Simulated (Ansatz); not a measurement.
Results of PBE0 (plane waves, PAW; Ansatz, an electronic-structure program) for GaAlP2 (P-4m2, No. 115, 4 atoms in the cell; start mp-1228888).

Run with plane-wave cutoff 460 eV, 6×6×6 k mesh, Fermi–Dirac smearing 0.01 eV, scalar-relativistic PAW data made under PBE.

Cell (relaxed with PBEsol):

```
CELL_PARAMETERS angstrom
      3.85883     0.00000     0.00000
      0.00000     3.85883     0.00000
      0.00000     0.00000     5.45336
ATOMIC_POSITIONS crystal
  Al 0.50000 0.50000 0.50000
  Ga 0.00000 0.00000 0.00000
  P  0.00000 0.50000 0.24971
  P  0.50000 0.00000 0.75029
```

Problem. Predict the band gap and smallest direct gap on the k points sampled.

Solution. 
band gap: 2.94 eV (indirect)
smallest direct gap on the k points sampled: 3.00 eV

Note: cell and atoms aren't relaxed at this level (pressure 0.6 GPa).

Spin–orbit coupling is not included.

Static lattice: no zero-point or thermal effects.

The result took roughly 2.3 core-minutes.

A start named mp-… is a Materials Project structure, which need not be a measured phase.
